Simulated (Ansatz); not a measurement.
Input and output of a self-consistent single point for Se (C2, 3 atoms in the cell) (Ansatz, a first-principles code).

Computed with LDA (PW92), default PAW files made with PBE (plane waves; Ansatz).

The change in words: lattice scaled by 0.98; basis.ecutwfc: 420 eV → 230 eV. Reference geometry:
```xyz
3
Lattice="2.1916 -3.7959 0.0000 2.1916 3.7959 0.0000 0.0000 0.0000 4.9649" Properties=species:S:1:pos:R:3 pbc="T T T"
Se     0.4931     0.8541     3.3099
Se     3.4469     0.0000     0.0000
Se     0.4931    -0.8541     1.6549
```

Reference input (self-consistent single point, DFT, LDA (PW92), plane waves, default PAW files made with PBE): basis.ecutwfc = 420 eV; kpoints.mp_grid.grid = 5 5 3; hamiltonian.xc = lda; hamiltonian.pseudopotentials = {kind: paw} (the program's default PAW files); scf.occupations.method = fermi_dirac; scf.occupations.width = 0.01 eV. This run's input differs from it in these lines:

Ansatz 0.2 input:
```diff
@@ -3,5 +3,5 @@
   lattice:
-    - [2.191555, -3.795885, 0.000000]
-    - [2.191555, 3.795885, 0.000000]
-    - [0.000000, 0.000000, 4.964850]
+    - [2.147724, -3.719967, 0.000000]
+    - [2.147724, 3.719967, 0.000000]
+    - [0.000000, 0.000000, 4.865553]
   atoms:
@@ -11,3 +11,3 @@
 basis:
-  ecutwfc: 420.0 eV
+  ecutwfc: 230.0 eV
 kpoints:
```

Output, abridged:

```
SCF iter   1: F=—  HF=-16147.216181 eV  |F-HF|=—  |Δ(HF+E_count)|=         —  Δρ=5.79e-3  dr2=9.22e-3  ethr=1.77e-3  ⟨swp⟩=6.0  Hψ=2648  notcnv=0
all-band conjugate gradients solve this SCF's bands
preconditioner: auto → Resta (q_TF=auto, 2.518 Å⁻¹)
SCF iter   2: F=—  HF=-16146.805813 eV  |F-HF|=—  |Δ(HF+E_count)|=   4.10e-1  Δρ=5.31e-3  dr2=1.79e-2  ethr=1.92e-5  ⟨swp⟩=4.0  Hψ=2191  notcnv=0  defer=24
SCF iter   3: F=—  HF=-16146.764602 eV  |F-HF|=—  |Δ(HF+E_count)|=   4.12e-2  Δρ=2.48e-3  dr2=4.32e-3  ethr=1.92e-5  ⟨swp⟩=2.0  Hψ=1344  notcnv=0  defer=24
SCF iter   4: F=—  HF=-16146.762032 eV  |F-HF|=—  |Δ(HF+E_count)|=   2.57e-3  Δρ=3.57e-4  dr2=5.24e-5  ethr=8.99e-6  ⟨swp⟩=2.0  Hψ=982  notcnv=0  defer=24
SCF iter   5: F=—  HF=-16146.761990 eV  |F-HF|=—  |Δ(HF+E_count)|=   4.22e-5  Δρ=1.39e-5  dr2=1.76e-7  ethr=1.09e-7  ⟨swp⟩=3.0  Hψ=1399  notcnv=0  defer=24
SCF iter   6: F=-16146.761990 eV  HF=-16146.761990 eV  |F-HF|=7.81e-9  |Δ(HF+E_count)|=   2.75e-8  Δρ=4.49e-6  dr2=1.66e-8  ethr=2.08e-10  ⟨swp⟩=7.9  Hψ=2447  notcnv=0
SCF 1 converged in 6 iterations: F = -16146.761990 eV  dr2 = 1.66e-8
Free energy (F): -16146.761990 eV
Internal energy: -16146.761990 eV  (E = F + TS)
E sigma→0 (E₀):  -16146.761990 eV
Fermi energy:    7.771589 eV
--- Forces (eV/Å), atoms counted from 1 ---
  atom   1  Se     0.59540773     0.79927065    -0.11031485
  atom   2  Se    -1.19081390     0.00000000     0.00000000
  atom   3  Se     0.59540773    -0.79927065     0.11031485
--- Stress (GPa, compression-positive) ---
        2.237703       0.000000      -0.000000
        0.000000       1.716527      -0.567915
       -0.000000      -0.567915       5.433950
  P = ⅓ Tr σ = 3.1294 GPa (31.294 kbar)
  The stress holds the Pulay correction. Without it, at fixed plane waves, as pw.x and ABINIT print it: P = -33.3309 GPa
```

The run converged in 6 iterations. Against the reference run the free energy rises by 947 meV/atom, the pressure goes from -0.66 to 3.13 GPa, the largest force goes from 0.512 to 1.191 eV/Å and the gap on the mesh hardly changes (1.421 to 1.423 eV).

The starting cell has typed, rounded lattice constants, without a prior relaxation at this level. Its lattice was rescaled by up to half a per cent. One atom was moved a little off its site on purpose. For this run, on top of that: lattice scaled by 0.98. Forces in this geometry exceed 1 eV/Å. Ansatz's pressure includes its estimate of the finite-basis (Pulay) stress. Without the estimate this run gives -33.33 GPa. The cutoff lies below the one recommended for these files.
